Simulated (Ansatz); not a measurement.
Base system: CaS in the rock salt structure (space group Fm-3m, No. 225; a = 5.633 Å). Axes: x, y, z lie along the cube axes.

The values are results of Kohn–Sham DFT with the PBEsol functional, run in Ansatz (an electronic-structure program) with PAW and 420 eV plane waves, no spin-orbit coupling, not measurements.

Strains are applied to the cell and any free atomic positions relax.

One change was made to it. Results:

| quantity | base | after |
|---|---|---|
| valence-band top at Γ (three highest levels, from the VBM) | 0.00, 0.00, 0.00 eV | 0.00, -0.06, -0.12 eV |
| smallest direct gap | 3.00 eV | 2.91 eV |
| band gap | 2.16 eV | 2.10 eV |

Question: Name the change that was made.
A. tensor shear ε_xy = +1.14 %
B. tensor shear ε_xy = +1.71 %
C. tensor shear ε_xy = +0.29 %
D. tensor shear ε_xy = +2.00 %

Answer: A, tensor shear ε_xy = +1.14 %. For comparison, the valence-band top at Γ in the other runs: tensor shear ε_xy = +1.71 % gives 0.00, -0.10, -0.18 eV; tensor shear ε_xy = +0.29 % gives 0.00, -0.02, -0.03 eV; tensor shear ε_xy = +2.00 % gives 0.00, -0.11, -0.21 eV.

Gaps are Kohn–Sham eigenvalue differences; semilocal functionals usually give less than the measured gap. Stability against distortions was not tested.
